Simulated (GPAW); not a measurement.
Input and output of a self-consistent single point for K3Ga (I4/mmm, 4 atoms in the cell) (GPAW).

Method of the run: PBEsol, GPAW PAW datasets PBEsol (made by gpaw-setup) (plane waves; GPAW 25.7.0).

```
CELL_PARAMETERS angstrom
     -2.85975     2.85975     5.60224
      2.85975    -2.85975     5.60224
      2.85975     2.85975    -5.60224
ATOMIC_POSITIONS crystal
  K  0.75000 0.25000 0.50000
  K  0.25000 0.75000 0.50000
  K  0.50000 0.50000 0.00000
  Ga 0.00000 0.00000 0.00000
```

Reference input (self-consistent single point, DFT LDA (Perdew-Wang 92), plane waves, GPAW PAW datasets LDA (gpaw-data 1.0.1)): mode = pw; ecut = 600 eV; xc = LDA; kpts = 6 6 6; mesh shift (steps) = 0 0 0; occupations.name = methfessel-paxton; occupations.width = 0.272 eV; occupations.order = 0; nbands = -12; symmetry.symmorphic = false; symmetry.tolerance = 0.0005; maxiter = 100. This run's input differs from it in these lines:

```diff
@@ -15,3 +15,3 @@
 calc = GPAW(mode=PW(600),
-            xc='LDA',
+            xc='PBEsol',
             kpts={'size': (6, 6, 6), 'gamma': True},
```

Its files differ too (potentials: GPAW PAW datasets PBEsol (made by gpaw-setup)).

Log, with long lists cut:

```
     iter     time        total  log10-change:
                         energy   eigst   dens
iter:   1 --:--:--    -7.330330
iter:   2 --:--:--    -7.186890   -1.79  -1.24
iter:   3 --:--:--    -6.534695   -1.56  -1.28
iter:   4 --:--:--    -6.513865   -2.59  -1.55
iter:   5 --:--:--    -6.491907   -2.64  -1.58
iter:   6 --:--:--    -6.500204   -3.01  -2.02
iter:   7 --:--:--    -6.492131c  -3.64  -2.23
iter:   8 --:--:--    -6.491094c  -3.75  -2.53
iter:   9 --:--:--    -6.491228c  -4.36  -2.98
iter:  10 --:--:--    -6.490845c  -4.88  -2.96
iter:  11 --:--:--    -6.490844c  -6.18  -3.65
iter:  12 --:--:--    -6.490882c  -5.91  -3.71
iter:  13 --:--:--    -6.490859c  -6.22  -3.77
iter:  14 --:--:--    -6.490859c  -7.48c -4.34c
Converged after 14 iterations.

Dipole moment: (-0.000000, 0.000000, 0.000000) |e|*Ang

Energy contributions relative to reference atoms: (reference = -101925.712070)

Kinetic:         -9.238883
Potential:      +12.453747
External:        +0.000000
XC:              -7.542878
Entropy (-ST):   -0.155684
Local:           -2.085003
SIC:             +0.000000
--------------------------
Free energy:     -6.568701
Extrapolated:    -6.490859

Showing only first 2 kpts
 Kpt  Band  Eigenvalues  Occupancy
  0    13      1.67542    1.98132
  0    14      2.33997    0.26986
  0    15      2.70268    0.00280
  0    16      2.70268    0.00280

  1    13      1.32231    1.99997
  1    14      2.28487    0.41399
  1    15      2.43481    0.11038
  1    16      2.91683    0.00004

Fermi level: 2.12776

No gap
No difference between direct/indirect transitions
Energy (eV): -6.490859

Forces in eV/Ang:
  0 K    -0.00000    0.00000    0.00000
  1 K     0.00000   -0.00000    0.00000
  2 K     0.00000    0.00000    0.00000
  3 Ga   -0.00000    0.00000   -0.00000

Stress tensor:
     0.001490     0.000000     0.000000
     0.000000     0.001490     0.000000
     0.000000     0.000000     0.002143
Stress (GPa, Voigt): [0.2388 0.2388 0.3433 0.     0.     0.    ]
```

The run converged in 14 iterations. GPAW prints stress with tension positive. Against the reference run the pressure goes from -0.91 to -0.27 GPa.

The starting cell comes from a database of computed structures (which also holds hypothetical and non-ambient phases and stackings), without a prior relaxation at this level. Its lattice was rescaled by a random factor within 2.5 % of one.

Cost on one core of a shared machine: roughly 2 min.
